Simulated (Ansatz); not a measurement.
Take Mo in the bcc (W type) structure (space group Im-3m, No. 229; a = 3.161 Å; relaxed with 0.1 eV smearing) as the base. Axes: x, y, z lie along the cube axes.

The values are results of PBE in Ansatz (plane waves to 420 eV, PAW, without spin-orbit coupling), not measurements.

Modification: an isotropic linear strain of +2.50 %, atoms relaxed at fixed cell.

### Question
Predict the stress tensor and what it implies for the stiffness.

### Answer
Stress of the strained cell less that of the base (GPa, compression positive):
```
  -16.4     0.0     0.0
    0.0   -16.4     0.0
    0.0     0.0   -16.4
```

Then B = −ΔP/(ΔV/V₀) with ΔV/V₀ = 0.0769 gives secant stiffness values (nonlinear terms included at this strain): B ≈ 213 GPa.

As a check, the harmonic strain energy −½ V₀ Δσ:ε is 61 meV/atom; the computed energy rise is 66 meV/atom.

Whether these cells are dynamically stable was not tested. The final runs are not spin-polarised.

Ansatz is an electronic-structure program.
